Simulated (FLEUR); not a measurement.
## Energy against c/a at fixed volume: hcp Y (space group 194) (FLEUR, PBE)

```
CELL_PARAMETERS angstrom
      3.69344     0.00000     0.00000
     -1.84672     3.19861     0.00000
      0.00000     0.00000     5.56626
ATOMIC_POSITIONS crystal
  Y  0.66667 0.33333 0.75000
  Y  0.33333 0.66667 0.25000
```

Computed with FLEUR with PBE, all-electron FLAPW (FLEUR), scalar-relativistic valence. Settings: Kmax = 4.33 1/bohr; GmaxXC = 13 1/bohr; xcFunctional = pbe; jspins = 1; l_soc = F; mode = hist; fermiSmearingEnergy = 0.00183747 Htr; mesh (inpgen div1-3) = 20 20 12; inpgen gamma flag = true; Gmax = 13 1/bohr; numbands = 0; maxIterBroyd = 40; imix = Anderson; alpha = 0.05; precondParam = 0; minDistance = 1e-05 me/bohr^3. The cell above is the first row's. The rows change c/a at fixed volume. In all rows fractional positions and the k mesh are held. E is the free energy at the stated smearing, counted from the lowest row.

```
c/a     E (meV/atom)
------  ------------
1.5071             ?
1.5228          1.63
1.5385          0.39
1.5542          0.00
1.5699          0.42
1.5856          1.62
1.6013          3.53
1.6170          6.13
1.6327          9.37
```

Q: Using a cubic, estimate the missing E at c/a = 1.5071 from the other rows, showing the fit.

A: With u = c/a - 1.58, the rows have u = -0.05720, -0.04150, -0.02580, -0.01010, 0.00560, 0.02130, 0.03700, 0.05270. Least squares gives E = 1.105 + 82.78·u + 1502.4·u² - 1847·u³. Residuals (row less fit): -0.001, 0.001, -0.001, -0.004, 0.005, -0.002, -0.001, 0.000; standard error 0.003 (degrees of freedom: 4). The fitted curve has its minimum at c/a = 1.55, where E = 0.00. To one more digit the minimum is at c/a = 1.554; the ideal close-packed ratio is 1.633. At the withheld row, u = -0.07290, so E = 1.105 + 82.78 × (-0.07290) + 1502.4 × (-0.07290)² - 1847 × (-0.07290)³ = 3.770 meV/atom. The calculation gives 3.76 meV/atom, 0.010 meV/atom below the prediction (0.1 % of the range of E in the table). The row lies outside the fitted rows, so this is an extrapolation. From the scatter of the fitted rows alone, a prediction at this place has a standard error of 0.009 meV/atom, so the miss is 1.1 times that.

Carrying the step between the two nearest rows on in a straight line would have given 2.87, off by 0.89; series whose last step already gives the withheld value aren't shown. The reference cell has the volume at which an earlier scan in this program and functional put its minimum by a fit (its basis settings may differ); axis ratios and inner coordinates come from a measured-size cell. The runs keep the symmetry of the cell, so they don't test it for distortions. The best c/a moves a little with volume. Values depend on the basis (sphere radii, cutoffs, local orbitals), which need not be converged. In metals such curves are sensitive to mesh and smearing. Cutoffs and mesh are single choices, not tested for convergence of this quantity. Series with a scatter that would blur these digits, or in which a gap closes, are not shown. Strain series were run only where this level's volume lies within 10 % of a first guess from the measured size.
